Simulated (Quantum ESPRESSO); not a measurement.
Quantum ESPRESSO is run on SrCu₄Sn₂ (I4/mcm, 14 atoms in the cell), and the run fails. The aim is a self-consistent single point with DFT, PBEsol, plane waves, PSlibrary ultrasoft (PBE) pseudopotentials.

Cell that was meant: a = 7.0760 Å, b = 7.0760 Å, c = 7.0760 Å, α = 108.23°, β = 108.23°, γ = 111.98°.

Part of the input:

```fortran
Sn    0.660620000    0.839380000    0.500000000
Sn    0.339380000    0.160620000    0.500000000
K_POINTS {automatic}
3 3 3
CELL_PARAMETERS {angstrom}
  -4.147682000     4.147682000     3.957706000
   4.147682000    -4.147682000     3.957706000
```

Output, abridged:

```
     This program is part of the open-source Quantum ESPRESSO suite
     for quantum simulation of materials; please cite

 %%%%%%%%%%%%%%%%%%%%%%%%%%%%%%%%%%%%%%%%%%%%%%%%%%%%%%%%%%%%%%%%%%%%%%%%%%%%%%
     Error in routine card_kpoints (1):
      end of file while reading automatic k points
 %%%%%%%%%%%%%%%%%%%%%%%%%%%%%%%%%%%%%%%%%%%%%%%%%%%%%%%%%%%%%%%%%%%%%%%%%%%%%%

     stopping ...
```

From the messages shown, name the fault and mend the input.

The fault is an automatic mesh without its three shifts. The card takes six integers. To fix it, add the shifts. The program stopped before any SCF iteration.

The sound input it was made from differs as follows (other fixes are possible):
```diff
-3 3 3
+3 3 3  0 0 0
```

With that input, the run converged in 12 iterations: free energy E − TS -24069.9318 eV; Fermi level (on the code's own zero) 10.92 eV; pressure -6.26 GPa; largest force (vector length) 0.109 eV/Å (DFT, PBEsol, plane waves, PSlibrary ultrasoft (PBE) pseudopotentials).

On the sound input: the starting cell comes from a database of computed structures (which also holds hypothetical and non-ambient phases and stackings), without a prior relaxation at this level. Its lattice was rescaled by a random factor within 2.5 % of one. Spin polarisation is off. With a pressure of about -6 GPa the cell is away from its equilibrium volume at this level.
